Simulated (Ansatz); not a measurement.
The starting structures come from a database of crystals and need not be the phases stable at ambient conditions.

The decay constant κ of evanescent states in the gap governs leakage through a thin film.

Here is the system:

```
Al2ZnTe4
1.0
    6.03266     0.00000     0.00000
    3.01633     6.67326     0.00000
    0.00000     2.72678     5.38123
Al Zn Te
2 1 4
Direct
  0.25000   0.50000   0.75000
  0.50000   0.00000   0.50000
  0.00000   0.00000   0.00000
  0.10889   0.26380   0.13188
  0.39568   0.73620   0.89111
  0.62731   0.26380   0.60432
  0.86812   0.73620   0.37269
```

Space group of this cell: I-4. The cell is taken as given.

Transport runs along the normal of the first two printed cell vectors, the (101) plane of the conventional cell.

No gap correction and no spin-orbit coupling; mid-gap values are interpolated between computed energies.

Problem. State the band gap and the smallest decay constant κ at mid-gap according to r2SCAN (Ansatz, an electronic-structure program).

Solution. Gap 2.14 eV on a 6×6×6 mesh; κ = 0.152 1/Å, at the zone centre.
